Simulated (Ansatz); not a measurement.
Defect migration in 2H silicon carbide: interstitial O, neutral cell. Computed with PBE, PAW (plane waves to 420 eV; Ansatz, a first-principles code).

Cell of 72 host sites held at the relaxed PBE lattice; the Γ point alone; Fermi-Dirac width 0.01 eV, spin-restricted; finite-size errors left in. Energies are static. The host's phase is taken as given; its stability against other phases was not computed. The charge state is imposed; whether it is stable for some Fermi level was not computed. Sites that were not tried may lie lower. The order of the sites in energy changes with the mesh.

Barriers: single points on a 2×2×2 k-point mesh shifted by half a step along c at the bands' geometries (they differ from the bands' own by up to 0.38 eV, and are uncertain by about as much).

The step: O moves alone to another site (a rearrangement that moves the defect's centre by under 1 Å). Atoms about the jump, Cartesian Å from the middle of the jump, before and after:

| atom | x0 | y0 | z0 | x1 | y1 | z1 |
|---|---|---|---|---|---|---|
| O1 | -0.25 | 0.43 | 0.00 | 0.25 | -0.43 | 0.00 |
| C2 | -0.25 | -0.24 | 1.25 | -0.33 | -0.09 | 1.25 |
| Si3 | -0.25 | -0.07 | -1.56 | -0.19 | -0.18 | -1.56 |
| Si4 | 1.36 | -1.11 | 1.54 | 1.30 | -1.04 | 1.53 |
| Si5 | -0.25 | 1.64 | 1.53 | -0.28 | 1.73 | 1.54 |
| C6 | 1.31 | -1.05 | -1.79 | 1.40 | -1.09 | -1.92 |
| C7 | -0.25 | 1.76 | -1.92 | -0.25 | 1.66 | -1.79 |
| C8 | 2.83 | -0.16 | 0.81 | 2.82 | -0.15 | 0.81 |
| C9 | 1.28 | 2.51 | 0.81 | 1.27 | 2.53 | 0.81 |
| Si10 | -1.85 | -1.11 | 1.54 | -1.89 | -1.05 | 1.54 |
| Si11 | 2.83 | -0.14 | -1.11 | 2.84 | -0.16 | -1.12 |
| Si12 | 1.28 | 2.54 | -1.12 | 1.29 | 2.52 | -1.11 |
| C13 | -1.81 | -1.05 | -1.79 | -1.81 | -1.04 | -1.79 |
| C14 | 1.30 | -2.85 | 0.81 | 1.29 | -2.79 | 0.81 |
| C15 | -1.78 | 2.51 | 0.81 | -1.81 | 2.56 | 0.81 |
| Si16 | 1.29 | -2.81 | -1.11 | 1.31 | -2.81 | -1.12 |
| Si17 | -1.78 | 2.54 | -1.12 | -1.79 | 2.53 | -1.11 |
| Si18 | 2.83 | 1.63 | 1.42 | 2.83 | 1.64 | 1.42 |
| C19 | 2.84 | 1.64 | -1.72 | 2.84 | 1.64 | -1.72 |
| C20 | -1.80 | -2.85 | 0.81 | -1.80 | -2.80 | 0.81 |
| C21 | -3.32 | -0.16 | 0.81 | -3.37 | -0.13 | 0.81 |
| Si22 | -1.79 | -2.81 | -1.11 | -1.79 | -2.81 | -1.11 |
| Si23 | -3.33 | -0.14 | -1.11 | -3.33 | -0.14 | -1.11 |
| C24 | -0.25 | 1.70 | 3.43 | -0.25 | 1.67 | 3.42 |
| C25 | 1.32 | -1.06 | 3.42 | 1.35 | -1.06 | 3.43 |

Q: Give the saddle-point geometry and the barrier.

A: 
```json
[
 {"atom": "O1", "x": "0.19", "y": "0.12", "z": "-0.05"},
 {"atom": "C2", "x": "-0.26", "y": "-0.14", "z": "1.25"},
 {"atom": "Si3", "x": "-0.22", "y": "-0.12", "z": "-1.60"},
 {"atom": "Si4", "x": "1.33", "y": "-1.07", "z": "1.58"},
 {"atom": "Si5", "x": "-0.27", "y": "1.70", "z": "1.58"},
 {"atom": "C6", "x": "1.35", "y": "-1.08", "z": "-1.89"},
 {"atom": "C7", "x": "-0.26", "y": "1.72", "z": "-1.89"},
 {"atom": "C8", "x": "2.81", "y": "-0.16", "z": "0.82"},
 {"atom": "C9", "x": "1.26", "y": "2.53", "z": "0.82"},
 {"atom": "Si10", "x": "-1.85", "y": "-1.06", "z": "1.50"},
 {"atom": "Si11", "x": "2.82", "y": "-0.15", "z": "-1.11"},
 {"atom": "Si12", "x": "1.27", "y": "2.53", "z": "-1.11"},
 {"atom": "C13", "x": "-1.81", "y": "-1.04", "z": "-1.78"},
 {"atom": "C14", "x": "1.28", "y": "-2.80", "z": "0.80"},
 {"atom": "C15", "x": "-1.79", "y": "2.52", "z": "0.80"},
 {"atom": "Si16", "x": "1.29", "y": "-2.80", "z": "-1.13"},
 {"atom": "Si17", "x": "-1.79", "y": "2.53", "z": "-1.13"},
 {"atom": "Si18", "x": "2.83", "y": "1.64", "z": "1.42"},
 {"atom": "C19", "x": "2.83", "y": "1.64", "z": "-1.71"},
 {"atom": "C20", "x": "-1.80", "y": "-2.82", "z": "0.80"},
 {"atom": "C21", "x": "-3.35", "y": "-0.14", "z": "0.80"},
 {"atom": "Si22", "x": "-1.79", "y": "-2.81", "z": "-1.11"},
 {"atom": "Si23", "x": "-3.34", "y": "-0.13", "z": "-1.11"},
 {"atom": "C24", "x": "-0.24", "y": "1.71", "z": "3.45"},
 {"atom": "C25", "x": "1.35", "y": "-1.05", "z": "3.45"}
]
```
It lies 0.15 eV above the start and 0.15 eV above the end. The saddle point's order was not checked, and it lies on a symmetry element of the cell, where a band can be held.
